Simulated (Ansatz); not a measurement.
A constructed model of the (111) surface of fcc Pt, a pseudomorphic layer of Ga in the host's stacking (bottom of the slab: a bare face, its two planes held)

The numbers are results of PBE (plane waves to 420 eV, PAW; Ansatz, a first-principles code), not measurements.

Slab: 7 atoms, 13.6 Å thick at the start; k 15x15x1, smearing 0.1 eV, dipole-corrected; 2 atoms held, the rest relaxed; held to the start's symmetry, so lower structures may exist; no spin, no spin-orbit, no U. In PBE it is, or lies within 0.01 eV a 1x1 cell of, the lowest of the 2 structures of its composition computed so far; larger cells were not tried.

```yaml
work_function_of_the_top_face: 4.56 eV
energy_released_by_relaxation: 0.021 eV
cost: around 3 core-minutes (rough)
```
